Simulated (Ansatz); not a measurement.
Take KTaO3 in the cubic perovskite structure (space group Pm-3m, No. 221; a = 4.0232 Å) as the base.

Modification: cell and atoms relaxed at a pressure of 18 GPa.

Levels (all Ansatz, a quantum-chemistry and plane-wave program, PAW, earlier PAW set): PBE (420 eV, no spin-orbit coupling); r2SCAN (500 eV, no SOC); HSE06 (420 eV, spin-orbit coupling left out); PBE+SOC (420 eV, noncollinear with spin-orbit coupling).

One geometry, relaxed with PBE, under each level:

Notes on the quantities. electron mass: degenerate bands, along [100]; hole mass: degenerate bands, along [100].

| level | band gap | lowest conduction level above the VBM at special points | electron mass | hole mass | pressure |
|---|---|---|---|---|---|
| PBE | 2.35 eV | Γ 2.35 eV; X 2.54 eV; M 5.47 eV; R 7.02 eV | – | – | 18.00 GPa |
| r2SCAN | 2.78 eV | Γ 2.78 eV; X 2.96 eV; M 5.90 eV; R 7.48 eV | – | – | 12.88 GPa |
| HSE06 | 3.74 eV | Γ 3.74 eV; X 3.93 eV; M 7.10 eV | – | – | – |
| PBE+SOC | 2.22 eV | Γ 2.22 eV; X 2.52 eV; M 5.33 eV; R 6.87 eV | 0.26, 0.71 mₑ (at Γ) | 0.98, 2.6 mₑ (at R) | 17.78 GPa |

Single points use the geometry relaxed with PBE. Their cutoffs differ, which shifts pressures a little. HSE06 was sampled on its mesh, a few special points and the semilocal edge points, so its gap is an upper bound. The spin-orbit shifts are approximate. With Ta present, leaving out spin-orbit coupling can change the band edges. Load acts through the strain it causes; cell and atoms are relaxed under it. Masses are band curvatures over ±0.01 Å⁻¹ around the edge. Stability against distortions was not tested. Competing high-pressure phases were not computed.
